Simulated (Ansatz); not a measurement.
For HgTe (model structure, started from the h-BN type, P6₃/mmc, No. 194, 4 atoms in the cell), PBE (PAW; Ansatz, a quantum-chemistry and plane-wave program) gives:

- lattice parameter a = 4.881 Å
- c axis length = 7.221 Å

Q: What does PBE-D3(BJ) (Ansatz, PAW) give for the same quantities?

A: 
- lattice constant a: 4.863 Å (shrinks by 0.4 %)
- lattice parameter c: 6.720 Å (falls by 6.9 %)

Changes are worked out from the printed values.

Unless a cell is named, each level is at its own relaxed cell (PBE 37.24, PBE-D3(BJ) 34.41 Å³/atom).

Levels without +SOC leave out spin–orbit coupling, which shifts energies and cells of such heavy elements.

Ansatz's density-functional and Hartree–Fock values are scalar-relativistic unless marked +SOC, with PAW data made under PBE.

A model structure was made by putting elements into a prototype or built by hand; it is no filed structure, need not be a known phase, and can be a saddle point held by its symmetry.
